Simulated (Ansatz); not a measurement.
Formation enthalpy of rock-salt BeTe (model structure) at several levels of theory

No measured value is used here.

| level (code) | value (eV/atom) |
|---|---|
| LDA (Ansatz) | 0.107 |
| PBE (Ansatz) | 0.153 |
| PBE-D4 (Ansatz) | 0.075 |
| rVV10 (Ansatz) | 0.231 |
| r²SCAN (Ansatz) | 0.124 |
| r²SCAN-D4 (Ansatz) | 0.096 |
| r²SCAN+rVV10 (Ansatz) | 0.101 |

Density-functional levels without +SOC have no spin–orbit coupling, which shifts binding energies of heavy elements. Each level is taken at its own relaxed cell. Ansatz's density-functional and Hartree–Fock values are scalar-relativistic unless marked +SOC, with PAW data made under PBE.

A model structure was made by putting elements into a prototype or built by hand; it is no filed structure, need not be a known phase, and can be a saddle point held by its symmetry.

Ansatz is a first-principles code.
